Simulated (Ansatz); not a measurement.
Consider Na in the bcc (W type) structure (space group Im-3m, No. 229; relaxed with 0.1 eV smearing).

```xyz
1
Lattice="-2.0996 2.0996 2.0996 2.0996 -2.0996 2.0996 2.0996 2.0996 -2.0996" Properties=species:S:1:pos:R:3 pbc="T T T"
Na     0.0000     0.0000     0.0000
```

The values are results of PBE (Ansatz, a program for electronic structure, PAW, no spin-orbit coupling), not measurements.

Base values:

```
Quantity   Result
--------  -------
Pressure  0.0 GPa
```

Perturbation: the cell is scaled by 0.9700 in all directions, atoms relaxed at fixed cell.

### Question
What does the calculation give for the energy relative to the base after the change?

### Answer
The energy rises by 7.8 meV/atom.

### Question
Predict the new pressure.

### Answer
The pressure goes from zero to 0.8 GPa.

The cells carry an imposed strain or load. Stability against distortions was not tested.
